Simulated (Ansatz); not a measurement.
The parent structure is Mn3SiN in the anti-perovskite structure (space group Pm-3m, No. 221; a = 3.677 Å; ferromagnetic; a hypothetical phase, not in the database extracts checked). Axes: x, y, z lie along the cube axes.

The values are results of PBEsol (Ansatz, a program for electronic structure), without spin-orbit coupling, not measurements.

Base values:

| Quantity | Result |
|---|---|
| Magnetic state | ferromagnetic |
| Largest site moment | 0.56 μB |
| Shortest interatomic distance | 1.838 Å |
| Band gap | zero |

One thing is altered: a pure shear with ε_xz = ε_zx = -0.0141; the atoms relax in the strained cell.

What happens to the magnetic state?

The magnetic state remains ferromagnetic.

What happens to the energy relative to the base?

The energy increases by 2.3 meV/atom.

How does this affect the largest site moment?

The largest site moment is still 0.56 μB.

How does this affect the shortest interatomic distance?

The shortest interatomic distance is still 1.838 Å.

What happens to the band gap?

The band gap stays zero.

Other magnetic orders, which the real material may have, were not ruled out. Without a gap, meshes like the base's 13×13×13 leave anisotropic stresses uncertain by several tenths of a GPa, and small strain energies with them. No phonon test of stability was made.
